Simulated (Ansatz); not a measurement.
Functionals compared on CO on the 1x1 (10-10) surface of wurtzite ZnO (cut with top plane O + Zn), one in a 2x1 cell, started at the site 'top Zn', in Ansatz (plane waves, PAW). The structure was relaxed with PBE; the other rows are single points on it, each with its references at the same level. Cutoff 420 eV (500 eV for r2SCAN). HSE06 used the coarser mesh 3x3x1.

Host crystal: wurtzite ZnO, with a band gap (PBE, scalar-relativistic without spin-orbit coupling).

Set-up: 34 atoms, 9.4 Å thick at the start under the adsorbate (thin: gaps and levels are the slab's own); mesh 3x4x1; 0.01 eV smearing; dipole correction on; 16 atoms held, the rest relaxed; symmetry of the start imposed; no spin, no spin-orbit, no U, no dispersion correction. At the end it is bonded to Zn. In PBE it is, or lies within 0.03 eV of, the lowest of the starts that converged. These notes are the PBE run's. Adsorption energies are against CO(g). A negative adsorption energy means that the adsorbate is more stable on the surface than in its reference.

```tsv
functional	adsorption energy (eV)	rough cost of the single point
PBE	-0.34	–
RPBE	-0.15	about 2.2 core-minutes (a rough figure)
r2SCAN	-0.43	very roughly 4 core-minutes
HSE06	-0.28	around 50 core-minutes (rough)
```

Ansatz is a program for electronic structure.
